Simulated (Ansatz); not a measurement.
Cost and result by functional for the surface energy of the (001) surface of monoclinic HfO2 in its 1x1 cell (cut with top plane Hf, bottom plane Hf), outermost plane spacing 0.30 Å in the ideal cut (in the relaxation O ended outermost), in Ansatz (plane waves, PAW). Single points on the PBE structure, on one kind of machine; costs are rough ratios of the slab run's core time (references not counted) to the cheapest single point. r2SCAN's cost holds its higher cutoff (500 against 420 eV). Differences are taken against r2SCAN for comparison alone: no measured value is at hand, so the table doesn't rank accuracy.

Slab: 30 atoms, Hf10O20, 12.8 Å thick at the start; k 5x5x1, smearing 0.025 eV, dipole-corrected; all atoms relaxed; start symmetry kept, larger cells not searched; no spin, no spin-orbit, no U. These notes are the PBE run's.

| functional | relative cost | surface energy (J/m²) | less r2SCAN (J/m²) |
|---|---|---|---|
| LDA | 1 | 2.44 | -0.01 |
| PBEsol | 1 | 2.27 | -0.18 |
| RPBE | 1 | 1.93 | -0.52 |
| r2SCAN | 2 | 2.45 | 0.00 |
| PBE (the relaxed run's value) | – | 2.14 | -0.32 |

The values span 0.52 J/m², while the single points' costs differ by a factor of roughly 2. Differences are of unrounded values.

Ansatz is an electronic-structure program.
